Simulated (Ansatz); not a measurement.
**C with two functionals, pressure −1 GPa**

Start from C in the graphite type structure (space group P6_3/mmc, No. 194; a = 2.4650 Å, c = 6.7289 Å; layered, stacked along the Cartesian z axis).

(Cell as relaxed with PBE-D3(BJ).)

Levels (all Ansatz, a first-principles code, PAW, earlier PAW set): PBE-D3(BJ) (420 eV, without spin-orbit coupling); r2SCAN+rVV10 (500 eV, scalar-relativistic without spin-orbit coupling).

Each level relaxes its own structure.

| base | PBE-D3(BJ) | r2SCAN+rVV10 |
|---|---|---|
| volume per atom | 8.85 Å³ | 8.71 Å³ |
| lattice parameter a | 2.465 Å | 2.455 Å |
| band gap | zero | zero |

Perturbation: hydrostatic tension (pressure −1 GPa).

```
quantity         PBE-D3(BJ)  r2SCAN+rVV10
---------------  ----------  ------------
c/a ratio             2.833             ?
volume per atom     9.21 Å³             ?
band gap               zero             ?
```

Task: What does r2SCAN+rVV10 give?

Result: 
- c/a ratio, r2SCAN+rVV10: 2.793
- volume per atom, r2SCAN+rVV10: 8.97 Å³
- band gap, r2SCAN+rVV10: zero

PBE-D3(BJ)'s c/a ratio lies 0.0394 above r2SCAN+rVV10's; PBE-D3(BJ)'s volume per atom lies 0.24 Å³ above r2SCAN+rVV10's (2.6 %); the two agree on the band gap. Neither level is exact; r2SCAN+rVV10 is the comparison here, not a measurement.

A case with no gap was solved on a k-mesh chosen for an insulator, which is coarse for it. Load acts through the strain it causes; cell and atoms are relaxed under it. Whether these cells are dynamically stable was not tested.
